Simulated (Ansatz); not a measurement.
**PbSe, response to strain**

Take PbSe in the rock salt structure (space group Fm-3m, No. 225) as the base.

```yaml
crystal:
  lattice:
    - [0.00000, 3.08901, 3.08901]
    - [3.08901, 0.00000, 3.08901]
    - [3.08901, 3.08901, 0.00000]
  atoms:
    - { symbol: Pb, position: [0.00000, 0.00000, 0.00000] }
    - { symbol: Se, position: [0.50000, 0.50000, 0.50000] }
```

Cartesian axes are those of the cell as printed.

Strains are applied to the cell and any free atomic positions relax; under biaxial strain the out-of-plane vector relaxes too.

Computed with r2SCAN in Ansatz (plane waves to 500 eV, PAW, no SOC).

Notes on the quantities. energy relative to the base: free energy F.

| biaxial strain, plane normal [111], relaxed out of plane (%) | energy relative to the base (meV/atom) |
|---|---|
| 0 | 0.0 |
| 0.42 | 0.2 |
| 0.83 | ? |
| 1.25 | 2.1 |
| 1.67 | 3.7 |
| 2.08 | 5.7 |
| 2.5 | 8.2 |

Q: Fit ΔE = Aε² + Bε³ (ε in %) to the rows shown and predict the withheld row.

A: Least squares on the printed values gives A = 1.36 and B = -0.018 meV/atom (largest residual 0.0 meV/atom); this predicts 0.9 meV/atom, and the run gives 0.9 meV/atom, in agreement.

Stability against distortions was not tested.

Ansatz is a program for electronic structure.
